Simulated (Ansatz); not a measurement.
Checking a run of Ansatz (an electronic-structure program) on Ga2Pt (Fm-3m, 3 atoms in the cell). The aim is a self-consistent single point with DFT, PBEsol, plane waves, default PAW files made with PBE.

Cell that was meant: a = 4.1797 Å, b = 4.1797 Å, c = 4.1797 Å, α = 60.00°, β = 60.00°, γ = 60.00°.

Part of the input:

Ansatz 0.2 input:
```yaml
    - [2.955500, 0.000000, 2.955500]
    - [2.955500, 2.955500, 0.000000]
  atoms:
    - { symbol: Pt, position: [0.000000, 0.000000, 0.000000] }
    - { symbol: Ga, position: [1.477750, 1.477750, 1.477750] }
    - { symbol: Ga, position: [4.433250, 4.433250, 4.433250] }
basis:
  ecutwfc: 420.0
kpoints:
```

The program printed (abridged):

```
WARN ansatz: RAYON_NUM_THREADS=1 ignored (pool sized by the plan → 1); use --threads N
Pseudopotentials: kind: paw
   [... lines left out ...]
PAW frozen core: Ga, regenerated for the run's functional, and the local potential with it
Initial density: superposition of atomic densities (neutral atoms: chi_scale 0, normalization atom), corrected by the library's trained network
Initial wavefunctions: pseudopotential atomic-orbital guess
Eigensolver: davidson
Functional: x = pbesol(κ = 0.804, μ = 0.12345679012345678), c = pbesol(β = 0.046)
SCF iter   1: F=—  HF=-19590.710521 eV  |F-HF|=—  |Δ(HF+E_count)|=         —  Δρ=2.76e0  dr2=2.47e3  ethr=1.77e-3  ⟨swp⟩=52.4  Hψ=48713  notcnv=0  defer=30
all-band conjugate gradients solve this SCF's bands
preconditioner: auto → LDOS
SCF iter   2: F=—  HF=-18709.337936 eV  |F-HF|=—  |Δ(HF+E_count)|=    8.81e2  Δρ=1.98e0  dr2=1.22e3  ethr=1.77e-3  ⟨swp⟩=16.4  Hψ=23909  notcnv=0  defer=77
   [... lines left out ...]
SCF iter  10: F=—  HF=-18210.599067 eV  |F-HF|=—  |Δ(HF+E_count)|=   3.95e-5  Δρ=1.42e-4  dr2=1.26e-5  ethr=4.70e-7  ⟨swp⟩=3.9  Hψ=4288  notcnv=0  defer=47
SCF iter  11: F=—  HF=-18210.599076 eV  |F-HF|=—  |Δ(HF+E_count)|=   9.00e-6  Δρ=5.22e-5  dr2=7.02e-7  ethr=2.85e-8  ⟨swp⟩=4.8  Hψ=5371  notcnv=0  defer=46
SCF iter  12: F=-18210.599075 eV  HF=-18210.599075 eV  |F-HF|=4.77e-9  |Δ(HF+E_count)|=   1.48e-7  Δρ=4.22e-6  dr2=8.71e-9  ethr=2.27e-10  ⟨swp⟩=38.5  Hψ=29011  notcnv=0
SCF 1 converged in 12 iterations: F = -18210.599075 eV  dr2 = 8.71e-9
Free energy (F): -18210.599075 eV
Internal energy: -18210.594248 eV  (E = F + TS)
E sigma→0 (E₀):  -18210.596662 eV
Entropy (-TS):   -0.004827 eV (-1.609 meV/atom)
Fermi energy:    13.193765 eV
--- Forces (eV/Å), atoms counted from 1 ---
  atom   1  Pt    -0.55639611    -0.55639611    -0.55639611
  atom   2  Ga  5308.29133563  5308.29133563  5308.29133563
  atom   3  Ga -5307.73502827 -5307.73502827 -5307.73502827
--- Stress (GPa, compression-positive) ---
     4313.887136    4331.570779    4331.570779
     4331.570779    4313.887136    4331.570779
     4331.570779    4331.570779    4313.887136
  P = ⅓ Tr σ = 4313.8871 GPa (43138.871 kbar)
  The stress holds the Pulay correction. Without it, at fixed plane waves, as pw.x and ABINIT print it: P = 4300.4966 GPa
```

### Question
Can these results be used? Check the input.

### Answer
The run is not sound. The fault is fractional and Cartesian coordinates mixed up. The same three numbers mean different points as fractional and as Cartesian coordinates. To fix it, make label and numbers agree, by changing either. The run converged in 12 iterations without an error; against the sound input the free energy goes up by 554 eV/atom, the pressure goes from 0.64 to 4314 GPa and the largest force goes from 0.000 to 9194 eV/Å.

The sound input it was made from differs as follows (other fixes are possible):
```diff
-    - { symbol: Pt, position: [0.000000, 0.000000, 0.000000] }
-    - { symbol: Ga, position: [1.477750, 1.477750, 1.477750] }
-    - { symbol: Ga, position: [4.433250, 4.433250, 4.433250] }
+    - { symbol: Pt, position_ang: [0.000000, 0.000000, 0.000000] }
+    - { symbol: Ga, position_ang: [1.477750, 1.477750, 1.477750] }
+    - { symbol: Ga, position_ang: [4.433250, 4.433250, 4.433250] }
```

With that input, the run converged in 6 iterations: free energy E − TS (on the zero of these files) -19871.9488 eV; Fermi level (on the code's own zero) 13.65 eV; pressure 0.64 GPa (DFT, PBEsol, plane waves, default PAW files made with PBE).

On the sound input: the starting cell comes from a database of published, mostly measured structures (it also holds non-ambient and calculated ones), without a prior relaxation at this level. Spin-orbit coupling is off. Spin polarisation is off. Ansatz's pressure includes its estimate of the finite-basis (Pulay) stress.
